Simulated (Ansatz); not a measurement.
Consider VBiO4 (space group I4_1/a, No. 88).

```
CELL_PARAMETERS angstrom
     -2.55364     2.55364     5.78801
      2.55364    -2.55364     5.78801
      2.55364     2.55364    -5.78801
ATOMIC_POSITIONS crystal
  Bi 0.75000 0.25000 0.50000
  Bi 0.00000 0.00000 0.00000
  V  0.25000 0.75000 0.50000
  V  0.50000 0.50000 0.00000
  O  0.07966 0.96885 0.39014
  O  0.57871 0.68952 0.60986
  O  0.71885 0.82871 0.38919
  O  0.43952 0.32966 0.61081
  O  0.67034 0.28115 0.10986
  O  0.17129 0.56048 0.89014
  O  0.03115 0.42129 0.11081
  O  0.31048 0.92034 0.88919
```

Cartesian axes are those of the cell as printed.

The values are results of PBEsol (Ansatz, a program for electronic structure; PAW; 420 eV plane waves; scalar-relativistic without spin-orbit coupling), earlier PAW set, not measurements.

Before the change:

* **Pressure**: 0.0 kbar

Perturbation: tensile biaxial strain of 2.70 % in the plane normal to [001], as in epitaxy on a mismatched substrate; the out-of-plane cell vector and the atoms relax.

### Question
How does this affect the pressure?

### Answer
The pressure (mean of the normal stresses, compression positive) goes from zero to -35.4 kbar.

### Question
How does this affect the energy relative to the base?

### Answer
The energy grows by 12 meV/atom.

### Question
What does the calculation give for the ratio −ε⊥/ε∥ after the change?

### Answer
The ratio −ε⊥/ε∥ comes out as 1.05.

Whether these cells are dynamically stable was not tested. Starting moments died away, wholly or in part, for the base; another magnetic solution may exist. All final runs are without spin polarisation.
